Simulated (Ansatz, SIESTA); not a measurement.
## One structure in several programs: HgTe (P3_221, 6 atoms in the cell)

Self-consistent single point.

```
HgTe
1.0
    4.58273     0.00000     0.00000
   -2.29136     3.96876     0.00000
    0.00000     0.00000    10.22898
Hg Te
3 3
Cartesian
  1.57719   2.73178   0.00000
  1.42834   0.00000   6.81932
 -0.71417   1.23698   3.40966
  1.17712   2.03883   5.11449
  2.22849   0.00000   1.70483
 -1.11424   1.92993   8.52415
```

Shared settings, as Ansatz (a program for electronic structure) writes them: kpoints.mp_grid.grid = 5 5 2; magnetization.spin_orbit = true; scf.occupations.method = fermi_dirac; scf.occupations.width = 0.01 eV. Potentials and cutoffs stand in the table.

| code | model | pressure (GPa) | largest force (eV/Å) | gap on the mesh (eV) | cutoff |
|---|---|---|---|---|---|
| SIESTA | GGA PBEsol with spin-orbit coupling, numerical atomic orbitals DZP, PseudoDojo PBEsol fully relativistic norm-conserving potentials (rewritten from UPF to PSML) | – | 0.619 | 0.836 | grid 300 Ry |
| Ansatz | PBEsol with spin-orbit coupling, default PAW files made with PBE | 0.25 | 0.288 | 0.720 | 420 eV |

Size of the force on each atom (eV/Å): Sizes of forces hide their directions.

```tsv
code	Hg1	Hg2	Hg3	Te4	Te5	Te6
SIESTA	0.194	0.194	0.194	0.619	0.619	0.619
Ansatz	0.075	0.075	0.075	0.288	0.288	0.288
```

A dash marks a value that a program does not give, or that is left out as unsure.

Gaps are read on the mesh.

The spread over the programs that give each value: largest force within 0.331 eV/Å; gap on the mesh within 0.116 eV.

SIESTA uses small atom-centred bases, whose incompleteness enters pressures, forces and empty levels differently from a plane-wave cutoff.

The starting cell comes from a database of computed structures (which also holds hypothetical and non-ambient phases and stackings), without a prior relaxation at this level. Its lattice was rescaled by a random factor within 2.5 % of one.

Keys are those of Ansatz 0.2.
